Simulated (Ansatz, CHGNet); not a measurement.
**L1₀ (CuAu-type) FePt: properties by level of theory**

Reference values: lattice constant a 2.727 Å (measured, room temperature, not corrected to a static lattice, P4/mmm two-atom cell, a_fct/√2; as tabulated in Sawada et al. (2023), arXiv:2212.12065); lattice parameter c 3.726 Å (measured, room temperature, not corrected to a static lattice, 0.1 GPa; as tabulated in Sawada et al. (2023), arXiv:2212.12065); formation enthalpy -0.238 ± 0.02 eV/atom (measured, 298 K, copied from a table, unchecked, not corrected to a static lattice; as tabulated in Wang et al. (2021), doi:10.1038/s41598-021-94550-5).

| level (code) | lattice parameter a (Å) | c axis length (Å) | enthalpy of formation (eV/atom) |
|---|---|---|---|
| CHGNet 0.3.0 | (withheld) | (withheld) | -0.111 |
| PBE0 (Ansatz) | 2.753 | (withheld) | (withheld) |
| r²SCANh (Ansatz) | 2.737 | 3.725 | (withheld) |

Some entries are withheld; supply them.


- CHGNet 0.3.0, lattice parameter a (Å): 2.928
- CHGNet 0.3.0, c axis length (Å): 3.254
- PBE0 (Ansatz, a first-principles code), c axis length (Å): 3.736
- PBE0 (Ansatz), enthalpy of formation (eV/atom): -0.549
- r²SCANh (Ansatz), enthalpy of formation (eV/atom): -0.449

Differences from the reference values (errors of the level alone only where the reference is corrected to a static lattice):

```
level         lattice constant a (%)  lattice parameter c (%)  formation enthalpy (eV/atom)
------------  ----------------------  -----------------------  ----------------------------
CHGNet 0.3.0                   +7.37                    -12.7                        +0.127
PBE0                           +0.95                    +0.27                        -0.311
r²SCANh                        +0.37                    -0.03                        -0.211
```

Nearest: lattice constant a, not ranked (reference at room or unstated temperature); lattice parameter c, not ranked (reference at room or unstated temperature); formation enthalpy, not ranked (one source). Values with a doubt, or to which a potential was fitted, aren't ranked.

Machine-learned potentials (CHGNet 0.3.0) are trained on DFT data: a solid inside that data is no test of them.

Caveats: the cell has another shape than the first-principles one, perhaps another minimum in the same group (CHGNet 0.3.0). Ansatz's density-functional and Hartree–Fock values are scalar-relativistic unless marked +SOC, with PAW data made under PBE.

Spin-polarised runs: PBE0 (parallel moments), r²SCANh (parallel moments).

Differences are worked out from the printed values.

Static lattice: no zero-point or thermal effects.
